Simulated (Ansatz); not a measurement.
The reference is SiO2 (space group P3_121, No. 152).

```xyz
9
Lattice="4.9204 0.0000 0.0000 -2.4602 4.2612 0.0000 0.0000 0.0000 5.4161" Properties=species:S:1:pos:R:3 pbc="T T T"
Si     2.3072     0.0000     4.5134
Si    -1.1536     1.9981     0.9027
Si     1.3066     2.2630     2.7081
O      1.3707     1.1468     3.8753
O      3.2419     0.6136     0.2646
O      2.7680     2.5008     2.0699
O     -1.0895     3.1144     5.1516
O      0.3078     1.7604     1.5408
O      0.7817     3.6475     3.3462
```

Cartesian axes are those of the cell as printed.

Level of theory: r2SCAN (Ansatz, an electronic-structure program; PAW; 500 eV plane waves; scalar-relativistic without spin-orbit coupling), earlier PAW set.

For the base:

The pressure is 0.00 GPa and the volume per atom is 12.62 Å³. The smallest direct gap is 6.91 eV.

The change: biaxial strain −1.17 %, plane normal [001], relaxed out of plane (Cartesian); in-plane vectors clamped, the third vector and the atoms free.

What does the calculation give for the pressure, volume per atom and smallest direct gap after the change?

The pressure (mean of the normal stresses, compression positive) goes from zero to 0.75 GPa; the volume per atom falls by 0.26 Å³, from 12.62 Å³ to 12.36 Å³; the smallest direct gap increases by 0.047 eV to 6.95 eV.

Stability against distortions was not tested.
